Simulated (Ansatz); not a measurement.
**Parameter sweep on ZnSe (F-43m, 2 atoms in the cell)**

```yaml
crystal:
  lattice:
    - [0.00000, 2.83244, 2.83244]
    - [2.83244, 0.00000, 2.83244]
    - [2.83244, 2.83244, 0.00000]
  atoms:
    - { symbol: Zn, position: [0.00000, 0.00000, 0.00000] }
    - { symbol: Se, position: [0.75000, 0.75000, 0.75000] }
```

Base run A: PBE, PAW files (Ansatz, an electronic-structure program), self-consistent single point.

Its settings: basis.ecutwfc = 420 eV; kpoints.mp_grid.grid = 5 5 5; hamiltonian.xc = pbe; hamiltonian.pseudopotentials = {kind: paw} (the program's default PAW files); scf.occupations.method = fixed.

The starting cell comes from a database of computed structures (which also holds hypothetical and non-ambient phases and stackings), without a prior relaxation at this level. Ansatz's pressure includes its estimate of the finite-basis (Pulay) stress.

ΔF is the free energy per atom less that of run A. A dash stands where there is no value to compare (another energy zero or no entropy term, no result, no spin, no clean gap, or a mesh too coarse for one). Absolute energies have different zeros for different potentials, functionals, Hubbard and dispersion terms and are not compared across them.

In some runs the Pulay estimate is large (up to 6 GPa), a sign of a cutoff far from converged.

Run A gave: pressure (GPa) 2.29; gap on the mesh (eV) 1.286; k-points 10.

Runs:
- B: kpoints.mp_grid.grid: 5 5 5 → 2 2 2; hamiltonian.xc: pbe → hse06 [HSE06]
- C: kpoints.mp_grid.grid: 5 5 5 → 2 2 2
- D: kpoints.mp_grid.grid: 5 5 5 → 3 3 3; hamiltonian.xc: pbe → hse06 [HSE06]
- E: kpoints.mp_grid.grid: 5 5 5 → 3 3 3
- F: kpoints.mp_grid.grid: 5 5 5 → 4 4 4; hamiltonian.xc: pbe → hse06 [HSE06]
- G: kpoints.mp_grid.grid: 5 5 5 → 4 4 4
- H: kpoints.mp_grid.grid: 5 5 5 → 2 2 2; hamiltonian.xc: pbe → pbe0 [PBE0]
- I: kpoints.mp_grid.grid: 5 5 5 → 3 3 3; hamiltonian.xc: pbe → pbe0 [PBE0]
- J: kpoints.mp_grid.grid: 5 5 5 → 4 4 4; hamiltonian.xc: pbe → pbe0 [PBE0]
- K: basis.ecutwfc: 420 eV → 295 eV; kpoints.mp_grid.grid: 5 5 5 → 3 3 3; hamiltonian.xc: pbe → hse06 [HSE06]
- L: kpoints.mp_grid.grid: 5 5 5 → 3 3 3; hamiltonian.xc: pbe → b3lyp [B3LYP]
- M: kpoints.mp_grid.grid: 5 5 5 → 3 3 3; hamiltonian.xc: pbe → hse06; hamiltonian.dispersion: default → d3bj [HSE06-D3BJ]

Task: What does run J change against A?

Result: The pressure goes from 2.29 to 1.33 GPa and the gap on the mesh goes from 1.286 to 3.104 eV.

Task: What does run K change against A?

Result: The pressure goes from 2.29 to 2.70 GPa and the gap on the mesh goes from 1.286 to 2.490 eV.

Task: What does run E change against A?

Result: The free energy goes up by 131 meV/atom, the pressure goes from 2.29 to 3.52 GPa and the gap on the mesh goes from 1.286 to 1.253 eV.

```csv
run,ΔF (meV/atom),pressure (GPa),gap on the mesh (eV),k-points
A,0.00,2.29,1.286,10
B,–,7.16,2.589,3
C,725.7,8.00,1.163,3
D,–,2.50,2.483,4
E,131.1,3.52,1.253,4
F,–,1.52,2.441,8
G,24.3,2.54,1.278,8
H,–,6.97,3.332,3
I,–,2.30,3.182,4
J,–,1.33,3.104,8
K,–,2.70,2.490,4
L,–,5.09,2.725,4
M,–,-0.32,2.483,4
```

Left out of this page: 1 run of the series unsound by tests on forces, stress, charge or solver warnings.

Keys are those of Ansatz 0.2.
